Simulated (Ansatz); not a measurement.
rock-salt TaN (0 0 1) on polar orthorhombic HfO2 (1 0 0), 2 Al on Ta sites at each interface (film strained to the substrate, faces as cut)

A periodic stack without vacuum, rock-salt TaN (0 0 1) on polar orthorhombic HfO2 (1 0 0), 2 Al on Ta sites at each interface (film strained to the substrate, faces as cut): substrate slab Hf24O48, film N30Ta26Al4, surface cells [[-1, 1], [-1, -1]] and [[-3, -1], [-1, -2]], film strained by +2.6 and +3.3 %, faces Hf/Hf and NTa/NTa as cut (like faces can put a slab off its formula).

The start was prepared with a machine-learned potential, and the result is one local minimum, with the in-plane cell held and forces under 0.04 eV/Å; the film can end far from its bulk form.

Calculation: PBE (plane waves to 420 eV, PAW; Ansatz, a quantum-chemistry and plane-wave program). No spin–orbit coupling; the runs are not spin-polarised; PBE gaps are too small against experiment. Its k-point mesh 4×4×1, Fermi–Dirac width 0.05 eV.

```
Property                                                                                    Value
--------------------------------------------------------------------------------  ---------------
interface area                                                                            51.7 Å²
period                                                                                    31.27 Å
gaps between the outermost planes at the two interfaces                           1.55 and 1.43 Å
Hf–Ta contacts across the interfaces within 1.22 times the sum of covalent radii   8, mean 3.45 Å
Al–Hf contacts across the interfaces within 1.22 times the sum of covalent radii   4, mean 3.08 Å
Hf–N contacts across the interfaces within 1.22 times the sum of covalent radii    3, mean 2.27 Å
O–Ta contacts across the interfaces within 1.22 times the sum of covalent radii    3, mean 1.98 Å
```

```
CELL_PARAMETERS angstrom
      7.19143    -0.00010     0.03688
     -0.04556     7.19126     0.04177
     -0.44839     1.98251    31.28505
ATOMIC_POSITIONS crystal
  Hf 0.21929 0.03182 0.12233
  Hf 0.71851 0.49383 0.12493
  Hf 0.50231 0.75064 0.19573
  Hf 0.00682 0.25309 0.20303
  Hf 0.71419 0.03209 0.11779
  Hf 0.19007 0.50638 0.11428
  Hf 0.46384 0.29810 0.05301
  Hf 0.95485 0.79626 0.03553
  O  0.03164 0.98296 0.17783
  O  0.53463 0.47712 0.18007
  O  0.25817 0.74339 0.14648
  O  0.76127 0.22852 0.16082
  O  0.72030 0.28420 0.07938
  O  0.13928 0.61780 0.01572
  O  0.46005 0.52256 0.09001
  O  0.96927 0.96814 0.08708
  O  0.46534 0.02882 0.08309
  O  0.94590 0.59052 0.08746
  O  0.20403 0.27159 0.07359
  O  0.70286 0.73789 0.01881
  O  0.19930 0.27345 0.15181
  O  0.68192 0.76459 0.13900
  O  0.46964 0.02336 0.16792
  O  0.96730 0.51486 0.17006
  Hf 0.28671 0.86989 0.29811
  Hf 0.78814 0.36361 0.29981
  Hf 0.58900 0.62352 0.37075
  Hf 0.08862 0.12080 0.37174
  Hf 0.75510 0.89710 0.28529
  Hf 0.25722 0.39939 0.28589
  Hf 0.53227 0.22134 0.21365
  Hf 0.02820 0.72838 0.21000
  O  0.13033 0.84723 0.35750
  O  0.63170 0.34860 0.35713
  O  0.33931 0.60223 0.32671
  O  0.83837 0.09391 0.32988
  O  0.79135 0.16298 0.24496
  O  0.28900 0.66381 0.23768
  O  0.53563 0.37273 0.26978
  O  0.03401 0.86801 0.26842
  O  0.49659 0.94810 0.25389
  O  0.99767 0.45026 0.25488
  O  0.25938 0.23592 0.23140
  O  0.75423 0.75169 0.22590
  O  0.25043 0.13802 0.31413
  O  0.75654 0.63732 0.31362
  O  0.54632 0.89443 0.33929
  O  0.04734 0.39302 0.34051
  Hf 0.38844 0.74391 0.47116
  Hf 0.88533 0.21627 0.47184
  Hf 0.62259 0.47993 0.53583
  Hf 0.17388 0.00836 0.53830
  Hf 0.84373 0.75346 0.46000
  Hf 0.33825 0.27268 0.45615
  Hf 0.62135 0.08702 0.38627
  Hf 0.11544 0.58860 0.38616
  O  0.32746 0.76452 0.54382
  O  0.64065 0.20075 0.54378
  O  0.40625 0.47152 0.49756
  O  0.94349 0.95431 0.50090
  O  0.88204 0.01972 0.41659
  O  0.37882 0.52541 0.41240
  O  0.62184 0.22333 0.44557
  O  0.12203 0.70636 0.44793
  O  0.57887 0.81733 0.42371
  O  0.07340 0.31236 0.42515
  O  0.34514 0.12464 0.39825
  O  0.84085 0.61339 0.40153
  O  0.33395 0.00847 0.48233
  O  0.83607 0.47635 0.49235
  O  0.64073 0.74699 0.50538
  O  0.13203 0.26002 0.50931
  N  0.00706 0.95651 0.67161
  N  0.59976 0.14989 0.65148
  N  0.79124 0.54435 0.68123
  N  0.40663 0.73783 0.67640
  N  0.20050 0.34449 0.67856
  N  0.92665 0.28351 0.61436
  N  0.51944 0.48937 0.60491
  N  0.70128 0.85621 0.61075
  N  0.30176 0.06855 0.60157
  N  0.08971 0.67116 0.60758
  N  0.02385 0.90179 0.81804
  N  0.63453 0.09200 0.81618
  N  0.79920 0.47152 0.81808
  N  0.40608 0.70340 0.81456
  N  0.20643 0.32672 0.81186
  N  0.91311 0.22029 0.74804
  N  0.51449 0.44453 0.74738
  N  0.68801 0.82305 0.75089
  N  0.28106 0.01660 0.74659
  N  0.12358 0.61103 0.74854
  N  0.99372 0.93798 0.96996
  N  0.58095 0.04496 0.95309
  N  0.85721 0.43533 0.95320
  N  0.41062 0.66940 0.95239
  N  0.21852 0.26718 0.95094
  N  0.91839 0.17653 0.88738
  N  0.52978 0.37389 0.89573
  N  0.69830 0.79837 0.88801
  N  0.30424 0.95416 0.88435
  N  0.13348 0.56654 0.88437
  Ta 0.86284 0.22970 0.68073
  Ta 0.51384 0.41483 0.67515
  Ta 0.69227 0.87126 0.68036
  Ta 0.32413 0.05132 0.67497
  Ta 0.09929 0.66064 0.67900
  Al 0.93985 0.99855 0.60990
  Al 0.57242 0.09385 0.59344
  Ta 0.83282 0.56637 0.61707
  Ta 0.36624 0.73664 0.60804
  Ta 0.20379 0.37931 0.61407
  Ta 0.93257 0.18931 0.81611
  Ta 0.50453 0.39349 0.81895
  Ta 0.71787 0.78306 0.81916
  Ta 0.31102 0.02344 0.81741
  Ta 0.07619 0.60964 0.81683
  Ta 0.98830 0.90036 0.74496
  Ta 0.59102 0.12850 0.74705
  Ta 0.82017 0.53638 0.74973
  Ta 0.39901 0.74598 0.74433
  Ta 0.24226 0.30962 0.74534
  Al 0.95470 0.19217 0.95036
  Al 0.49407 0.30282 0.96189
  Ta 0.67346 0.78415 0.95667
  Ta 0.28515 0.94709 0.94868
  Ta 0.12440 0.56795 0.95516
  Ta 0.99903 0.86045 0.89025
  Ta 0.58154 0.09172 0.88446
  Ta 0.81877 0.50031 0.88744
  Ta 0.43329 0.65037 0.88398
  Ta 0.23003 0.27547 0.88204
```
